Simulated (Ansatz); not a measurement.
Refining one setting for Tl₃Zn (Pm-3m, 4 atoms in the cell)

```
Tl3Zn
1.0
    4.80099     0.00000     0.00000
    0.00000     4.80099     0.00000
    0.00000     0.00000     4.80099
Zn Tl
1 3
Direct
  0.00000   0.00000   0.00000
  0.50000   0.00000   0.50000
  0.00000   0.50000   0.50000
  0.50000   0.50000   0.00000
```

Method: LDA (PW92), default PAW files made with PBE (plane waves; Ansatz, a quantum-chemistry and plane-wave program).

The starting cell comes from a database of computed structures (which also holds hypothetical and non-ambient phases and stackings), without a prior relaxation at this level. In the base run, with a pressure of about -4 GPa the cell is away from its equilibrium volume at this level. Ansatz's pressure includes its estimate of the finite-basis (Pulay) stress.

Held fixed: basis.ecutwfc = 30.9 Ry; kpoints.mp_grid.grid = 6 6 6; hamiltonian.xc = lda; hamiltonian.pseudopotentials = {kind: paw} (the program's default PAW files); scf.occupations.method = cold; scf.occupations.width = 0.02 Ry.

ΔF is the free energy per atom less that of the last row (16).

```tsv
basis.ecutrho_ratio	ΔF (meV/atom)	pressure (GPa)
2	-3.8	-4.24
3	-0.05	-4.42
4	0.00	-4.42
5	0.00	-4.42
6	0.00	-4.42
8	0.00	-4.42
10	0.00	-4.42
12	0.00	-4.42
16	0.00	-4.42
```

Energy within 0.5 meV/atom of the last row: from basis.ecutrho_ratio = 3 on; the one before it is off by 3.8 meV/atom.

Pressure within 0.05 GPa of the last row: from basis.ecutrho_ratio = 3 on; the one before it is off by 0.17 GPa. The value it settles on is -4.42 GPa at this level of theory and with the other settings as held.

Keys are those of Ansatz 0.2.
